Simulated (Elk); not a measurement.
A self-consistent single point of HfN (I4mm, 2 atoms in the cell) with Elk.

Method of the run: Elk with PBEsol, all-electron FP-LAPW, Elk's shipped species files, default APW+lo basis.

```yaml
crystal:
  lattice:
    - [0.00000, 2.24870, 2.24870]
    - [2.24870, 0.00000, 2.24870]
    - [2.24870, 2.24870, 0.00000]
  atoms:
    - { symbol: Hf, position: [0.01112, 0.01112, 0.98888] }
    - { symbol: N, position: [0.50000, 0.50000, 0.50000] }
```

Reference input (self-consistent single point, DFT, PBEsol, all-electron FP-LAPW, Elk's shipped species files, default APW+lo basis): xctype = 22; rgkmax = 7; stype = 3; swidth = 0.00367493 Ha; ngridk = 5 5 5; rmtscf = 0.84. This run's input differs from it in these lines:

```diff
@@ -10,3 +10,3 @@
 rmtscf
-  0.84
+  0.76
```

Output, abridged:

```
│ Self-consistent loop started │
│ Loop number : 1 │
 total energy                :     -15139.1485527
│ Loop number : 2 │
 total energy                :     -15139.7217960
RMS change in Kohn-Sham potential (target) :    1.768367168     (  0.1000000000E-05)
Absolute change in total energy (target)   :   0.5732433099     (  0.1000000000E-03)
│ Loop number : 3 │
 total energy                :     -15139.1671341
RMS change in Kohn-Sham potential (target) :    1.734994888     (  0.1000000000E-05)
Absolute change in total energy (target)   :   0.4113510916     (  0.1000000000E-03)
│ Loop number : 4 │
   [... lines left out ...]
Absolute change in total energy (target)   :   0.6633690388     (  0.1000000000E-03)
│ Loop number : 198 │
 total energy                :     -15151.9659004
RMS change in Kohn-Sham potential (target) :   0.4508338482E-01 (  0.1000000000E-05)
Absolute change in total energy (target)   :    7.873151509     (  0.1000000000E-03)
│ Loop number : 199 │
 total energy                :     -15144.6181575
RMS change in Kohn-Sham potential (target) :   0.3887663831E-01 (  0.1000000000E-05)
Absolute change in total energy (target)   :    5.379455015     (  0.1000000000E-03)
│ Loop number : 200 │
Reached self-consistent loops maximum

Energies :
 Fermi                       :     0.580920820487
 total energy                :     -15150.7268086

Density of states at Fermi energy :    30.12326491
 (states/Hartree/unit cell)

Estimated indirect band gap :   0.1667649132E-01
 from k-point      1 to k-point     24
Estimated direct band gap   :   0.8251670260E-01
 at k-point      1

Charges :
 core                        :    48.00000000
 valence                     :    31.00000000
 interstitial                :    5.069928732
 muffin-tins (core leakage)
  species :    1 (Hf)
   atom    1                 :    68.77815116     (  0.5880217667E-04)
  species :    2 (N)
   atom    1                 :    5.151920107     (  0.1738330313E-04)
 total in muffin-tins        :    73.93007127
 total calculated charge     :    78.99591194
 total charge                :    79.00000000
 error                       :   0.4088057266E-02

│ Self-consistent loop stopped │
```

The run ended unconverged after 200 iterations. 

The starting cell has typed, rounded lattice constants, without a prior relaxation at this level. Its lattice was rescaled by up to half a per cent. One atom was moved a little off its site on purpose. Spin-orbit coupling is off. Values depend on the basis (sphere radii, cutoffs, local orbitals), which need not be converged.

Cost on one core of a shared machine: roughly 2 min.
